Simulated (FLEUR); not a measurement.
Band structure of HfCuSi2 (P4/nmm, 8 atoms in the cell).

```
CELL_PARAMETERS angstrom
      3.66138     0.00000     0.00000
      0.00000     3.66138     0.00000
      0.00000     0.00000     8.96353
ATOMIC_POSITIONS crystal
  Hf 0.00000 0.50000 0.26585
  Hf 0.50000 0.00000 0.73415
  Si 0.50000 0.50000 0.50000
  Si 0.00000 0.00000 0.50000
  Si 0.50000 0.00000 0.17018
  Si 0.00000 0.50000 0.82982
  Cu 0.00000 0.00000 0.00000
  Cu 0.50000 0.50000 0.00000
```

Computed with PBEsol, all-electron FLAPW (FLEUR), scalar-relativistic valence.

Settings: Kmax = 3.8 1/bohr; GmaxXC = 13.3 1/bohr; xcFunctional = PBEs; jspins = 1; l_soc = F; mode = hist; fermiSmearingEnergy = 0.00499791 Htr; mesh (inpgen div1-3) = 8 8 3; inpgen gamma flag = true; Gmax = 13.3 1/bohr; numbands = 0; maxIterBroyd = 40; imix = Anderson; alpha = 0.05.

The starting cell comes from a database of computed structures (which also holds hypothetical and non-ambient phases and stackings), without a prior relaxation at this level. Spin-orbit coupling is off. Spin polarisation is off. Values depend on the basis (sphere radii, cutoffs, local orbitals), which need not be converged.

Levels in eV from the Fermi level, bands 42 to 49:
| point | 42 | 43 | 44 | 45 | 46 | 47 | 48 | 49 |
|---|---|---|---|---|---|---|---|---|
| Γ | -1.03 | -1.03 | -0.77 | 1.39 | 1.39 | 1.42 | 2.40 | 2.49 |
| X | -1.20 | -0.98 | -0.98 | 0.06 | 0.06 | 1.34 | 1.34 | 3.62 |
| M | -2.86 | -1.70 | -1.70 | -1.58 | -1.58 | 3.50 | 3.50 | 3.83 |
| Z | -1.26 | -1.26 | -1.25 | 1.24 | 1.78 | 1.78 | 2.28 | 2.35 |
| R | -1.11 | -0.36 | -0.36 | 0.39 | 0.39 | 1.93 | 1.93 | 2.87 |
| A | -2.23 | -1.71 | -1.71 | -1.57 | -1.57 | 1.95 | 1.95 | 3.85 |
